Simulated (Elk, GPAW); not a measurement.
An Elk input for a self-consistent single point of Al2Cu (I4/mmm, 3 atoms in the cell) (DFT, PBEsol, all-electron FP-LAPW, Elk's shipped species files, default APW+lo basis):

```
tasks
  0

xctype
  22

rmtscf
  0.96

stype
  0

swidth
  0.00183747

maxscl
  100

avec
   -3.7600409825    3.7600409825    5.2800327422
    3.7600409825   -3.7600409825    5.2800327422
    3.7600409825    3.7600409825   -5.2800327422

atoms
  2
  'Al.in'
  2
  0.7500000000  0.2500000000  0.5000000000    0.0 0.0 0.0
  0.2500000000  0.7500000000  0.5000000000    0.0 0.0 0.0
  'Cu.in'
  1
  0.5000000000  0.5000000000  0.0000000000    0.0 0.0 0.0

ngridk
  9 9 9
```

Problem. Give the GPAW input for the same structure, mesh, smearing and functional.

Solution. This is the input that was run; spellings and numerical settings could be chosen otherwise.

```python
from ase import Atoms
from ase.units import GPa
from gpaw import GPAW

atoms = Atoms(['Al', 'Al', 'Cu'],
              cell=[[-1.989728, 1.989728, 2.794073],
                    [1.989728, -1.989728, 2.794073],
                    [1.989728, 1.989728, -2.794073]],
              scaled_positions=[[0.750000, 0.250000, 0.500000],
                                [0.250000, 0.750000, 0.500000],
                                [0.500000, 0.500000, 0.000000]],
              pbc=True)

calc = GPAW(mode={'name': 'pw', 'ecut': 850},
            xc='PBEsol',
            kpts=(9, 9, 9),
            occupations={'name': 'methfessel-paxton', 'width': 0.05, 'order': 0},
            nbands=-9,
            convergence={'forces': 0.001},
            symmetry={'symmorphic': False, 'tolerance': 0.0005},
            maxiter=150)

atoms.calc = calc

energy = atoms.get_potential_energy()
print('Energy (eV):', round(energy, 6))
forces = atoms.get_forces()
print('Forces (eV/Ang):')
print(forces.round(5))
stress = atoms.get_stress()
print('Stress (GPa, Voigt):', (stress / GPa).round(4))
```

Basis, cutoffs, solver keys and any potentials are the target program's own. This input uses DFT PBEsol, plane waves, GPAW PAW datasets PBEsol (made by gpaw-setup).

The starting cell comes from a database of computed structures (which also holds hypothetical and non-ambient phases and stackings), without a prior relaxation at this level. For this run, on top of that: lattice scaled by 0.98.
